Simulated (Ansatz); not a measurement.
# Effect of uniaxial strain ε_zz = +0.50 % on Os

Base system: Os in the hcp (Mg type) structure (space group P6_3/mmc, No. 194; a = 2.754 Å, c = 4.347 Å; relaxed with 0.1 eV smearing). Axes: x lies along a and z along c of the hexagonal cell.

The change: uniaxial strain ε_zz = +0.50 %, all other strain components held at zero, atoms relaxed at fixed cell.

The values are results of PBE (Ansatz, a quantum-chemistry and plane-wave program), without spin-orbit coupling, not measurements. Γ-centred 24×24×13 mesh, Fermi–Dirac width 0.1 eV.

- Volume per atom = 14.35 Å³ (base 14.28 Å³)
- Shortest interatomic distance = 5.106 bohr (base 5.090 bohr)
- Energy relative to the base (free energy F) = +0.9 meV/atom
- Pressure (mean of the normal stresses, compression positive) = -2.0 GPa (base 0.0 GPa)
- Band gap = zero (base zero)
- Stress (xx, yy, zz, yz, xz, xy; compression positive) = (-1.1, -1.1, -4.0, 0.0, 0.0, 0.0) GPa

Stability against distortions was not tested. The final runs are not spin-polarised.
